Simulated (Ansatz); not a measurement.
Structures of equal composition on the (111) surface of fcc Ag: a layer of Ir in place of the second plane; a layer of Ir in place of the third plane. The slabs share one bottom face, and each structure is named by its start. These are constructed structures in small cells; real faces may alloy, dewet or reconstruct in larger ones, and not all known structures of the face are among them. Slabs of about 12 Å, Fermi-Dirac smearing of 0.1 eV. Bottom of the slabs: a bare face, its two planes held. Relaxed from the named starts with such symmetry as they have, on meshes of like density; energies extrapolated to zero smearing; spin only where a row says so; no spin-orbit coupling, no U. Brackets mark spin-polarised runs, whose order is one that fits the cell.

The numbers are results of PBE (plane waves to 420 eV, PAW; Ansatz, a quantum-chemistry and plane-wave program), not measurements.

Q: Rank these by energy per 1x1 cell (lowest first), as PBE gives it.

A: a layer of Ir in place of the third plane (0.000 eV), a layer of Ir in place of the second plane (0.103 eV)
